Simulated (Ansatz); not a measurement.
Consider BeTe in the zinc blende structure (space group F-43m, No. 216; a = 5.554 Å). Axes: x, y, z lie along the cube axes.

Level of theory: LDA (Ansatz, a quantum-chemistry and plane-wave program), scalar-relativistic without spin-orbit coupling.

Strains are applied to the cell and any free atomic positions relax; under biaxial strain the out-of-plane vector relaxes too.

One change was made to it. Results:

```csv
quantity,base,after
volume per atom,21.42 Å³,21.92 Å³
electron mass,"1.3 mₑ along k, 0.24 mₑ across (at X)","1.4 mₑ along k, 0.26 mₑ across (at X)"
```

Q: Which change produced these results?
A) biaxial strain +2.00 %, plane normal [001], relaxed out of plane
B) biaxial strain −0.50 %, plane normal [001], relaxed out of plane
C) biaxial strain +2.50 %, plane normal [001], relaxed out of plane
D) biaxial strain −2.00 %, plane normal [001], relaxed out of plane
E) biaxial strain −1.00 %, plane normal [001], relaxed out of plane

A: A, biaxial strain +2.00 %, plane normal [001], relaxed out of plane. For comparison, the electron mass in the other runs: biaxial strain −0.50 %, plane normal [001], relaxed out of plane gives 1.3 mₑ along k, 0.25 mₑ across (at X); biaxial strain +2.50 %, plane normal [001], relaxed out of plane gives 1.4 mₑ along k, 0.27 mₑ across (at X); biaxial strain −1.00 %, plane normal [001], relaxed out of plane gives 1.3 mₑ along k, 0.25 mₑ across (at X); biaxial strain −2.00 %, plane normal [001], relaxed out of plane gives 1.3 mₑ along k, 0.25 mₑ across (at X).

With Te present, leaving out spin-orbit coupling can change the band edges. The levels and masses belong to the bands next to the band gap. Masses are band curvatures over ±0.01 Å⁻¹ around the edge. Along k means along the line from Γ to the band edge. Stability against distortions was not tested.
